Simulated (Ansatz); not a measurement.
## KTaO3 under a change: uniaxial stress, 8 GPa tension along x

The parent structure is KTaO3 in the cubic perovskite structure (space group Pm-3m, No. 221; a = 3.9901 Å). Axes: x, y, z lie along the cube axes.

It is then changed as follows: uniaxial stress, 8 GPa tension along x, with the cell and atoms free to relax against it.

All numbers come from r2SCAN (Ansatz, an electronic-structure program), no spin-orbit coupling. k-mesh 8×8×8 (Γ-centred); smearing 0.05 eV (Fermi–Dirac).

| quantity | base | changed | shift |
|---|---|---|---|
| volume per atom | 12.71 Å³ | 12.89 Å³ | +0.18 Å³ |
| space group | Pm-3m (No. 221) | P4/mmm (No. 123) | – |
| shortest interatomic distance | 3.770 bohr | 3.759 bohr | -0.011 bohr |
| energy relative to the base (free energy F) | 0 meV/atom | +6.6 meV/atom | +6.6 meV/atom |
| band gap | 2.63 eV | 2.56 eV | -0.065 eV |
| gap character | – | indirect, A → Γ | – |
| smallest direct gap | 3.27 eV | 3.20 eV | -0.065 eV |
| strain response (xx, yy, zz) | – | (+2.03, −0.30, −0.30) % | – |
| secant Young's modulus along x | – | 390 GPa | – |
| mean lateral Poisson ratio | – | 0.15 | – |

Spin-orbit coupling, missing from the scalar runs, can matter with Ta. Beyond what the load breaks, stability against distortions was not tested. k-point labels follow each cell's own Brillouin zone.
